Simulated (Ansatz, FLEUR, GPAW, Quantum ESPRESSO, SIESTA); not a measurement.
Code comparison for SiNi (P2_13, 8 atoms in the cell)

Self-consistent single point.

```
CELL_PARAMETERS angstrom
      4.48658     0.00000     0.00000
      0.00000     4.48658     0.00000
      0.00000     0.00000     4.48658
ATOMIC_POSITIONS crystal
  Si 0.65317 0.15317 0.34683
  Si 0.84683 0.84683 0.84683
  Si 0.15317 0.34683 0.65317
  Si 0.34683 0.65317 0.15317
  Ni 0.35050 0.85050 0.64950
  Ni 0.14950 0.14950 0.14950
  Ni 0.85050 0.64950 0.35050
  Ni 0.64950 0.35050 0.85050
```

All programs got the same cell, k-point mesh and kind of occupations (in Ansatz's words: kpoints.mp_grid.grid = 8 8 8; scf.occupations.method = gaussian; scf.occupations.width = 0.2 eV); potentials, basis and cutoffs are each program's usual ones.

| code | model | pressure (GPa) | largest force (eV/Å) | k-points | cutoff |
|---|---|---|---|---|---|
| GPAW | PBEsol, GPAW PAW datasets PBEsol (made by gpaw-setup) | -0.24 | 0.046 | 45 | 850 eV |
| FLEUR | PBEsol, all-electron FLAPW (FLEUR), scalar-relativistic valence | – | 0.046 | 45 | Kmax 4.1 1/bohr |
| SIESTA | GGA PBEsol, numerical atomic orbitals TZP, PseudoDojo PBEsol standard norm-conserving potentials (rewritten from UPF to PSML) | -4.27 | 0.139 | 296 | grid 350 Ry |
| Ansatz | PBEsol, PAW files made with PBE | -2.46 | 0.033 | 45 | 420 eV |
| Quantum ESPRESSO | PBEsol, PSlibrary PAW (PBE) pseudopotentials | -2.77 | 0.034 | 45 | 50 Ry |

Size of the force on each atom (eV/Å): Sizes of forces hide their directions.

```json
[
 {"code": "GPAW", "Si1": "0.046", "Si2": "0.046", "Si3": "0.046", "Si4": "0.046", "Ni5": "0.013", "Ni6": "0.013", "Ni7": "0.013", "Ni8": "0.013"},
 {"code": "FLEUR", "Si1": "0.046", "Si2": "0.046", "Si3": "0.046", "Si4": "0.046", "Ni5": "0.023", "Ni6": "0.023", "Ni7": "0.023", "Ni8": "0.023"},
 {"code": "SIESTA", "Si1": "0.139", "Si2": "0.139", "Si3": "0.139", "Si4": "0.139", "Ni5": "0.014", "Ni6": "0.014", "Ni7": "0.014", "Ni8": "0.014"},
 {"code": "Ansatz", "Si1": "0.033", "Si2": "0.033", "Si3": "0.033", "Si4": "0.033", "Ni5": "0.025", "Ni6": "0.025", "Ni7": "0.025", "Ni8": "0.025"},
 {"code": "Quantum ESPRESSO", "Si1": "0.034", "Si2": "0.034", "Si3": "0.034", "Si4": "0.034", "Ni5": "0.011", "Ni6": "0.011", "Ni7": "0.011", "Ni8": "0.011"}
]
```

A dash marks a value that a program does not give, or that is left out as unsure.

The spread over the programs that give each value: pressure within 4.03 GPa; largest force within 0.106 eV/Å.

The starting cell comes from a database of computed structures (which also holds hypothetical and non-ambient phases and stackings), without a prior relaxation at this level. Its lattice was rescaled by a random factor within 2.5 % of one. On Ansatz's run: Spin polarisation is off.

Problem. Why do the programs differ, and what cannot be compared?

Solution. Differences of this kind can come from the potentials, where these differ, and from what each basis and cutoff leave unconverged. The valence holds different numbers of electrons (GPAW 80, FLEUR 80, SIESTA 88, Ansatz (a first-principles code) 88, Quantum ESPRESSO 56). The zero of total energies and Fermi levels follows the potentials and each program's conventions, so they are not compared here. SIESTA uses small atom-centred bases, whose incompleteness enters pressures, forces and empty levels differently from a plane-wave cutoff. FLEUR treats all electrons, but the usual bases taken here (sphere radii, linearisation, local orbitals, empty states) were not tested for convergence, so the values are no reference for the others. Ansatz's pressure is given at a fixed set of plane waves, as the other plane-wave codes print theirs; with its correction for the finite basis it is -2.42 GPa. The programs reduce the same mesh by symmetry to different extents, which changes the work and not the result. In the pressure, GPAW (by 2.22) and SIESTA (by 1.80) lie more than 1 GPa from the median of the plane-wave programs. In the force vectors, SIESTA (by 0.105) lies more than 0.08 eV/Å from the median of the plane-wave programs.

Left out of this page: ABINIT (stopped by limits of time or memory).

Keys are those of Ansatz 0.2.
